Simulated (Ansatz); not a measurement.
For AlN (model structure, started from the HgO type, Fm-3m, No. 225, 6 atoms in the cell), LDA in Ansatz (plane waves, PAW) gives:

```
Item                      Result
------------------  ------------
lattice constant a       4.011 Å
bulk modulus             277 GPa
cohesive energy     6.52 eV/atom
band gap                 4.71 eV
```

Problem. What does r²SCAN in Ansatz (PAW) give for the same quantities?

Solution. 
- lattice constant a: 4.038 Å (increases by 0.7 %)
- bulk modulus: 276 GPa (hardly moves)
- cohesive energy: 5.65 eV/atom (falls by 0.87 eV/atom)
- band gap: 5.52 eV (rises by 0.81 eV)

Changes are worked out from the printed values.

Unless a cell is named, each level is at its own relaxed cell (LDA 8.07, r²SCAN 8.23 Å³/atom).

Density-functional gaps are differences of (generalised) Kohn–Sham levels.

Caveats: the bulk modulus is −V dP/dV from two relaxed cells at ±2 % in volume (LDA, r²SCAN). Ansatz's density-functional and Hartree–Fock values are scalar-relativistic unless marked +SOC, with PAW data made under PBE.

A model structure was made by putting elements into a prototype or built by hand; it is no filed structure, need not be a known phase, and can be a saddle point held by its symmetry.

Ansatz is a program for electronic structure.
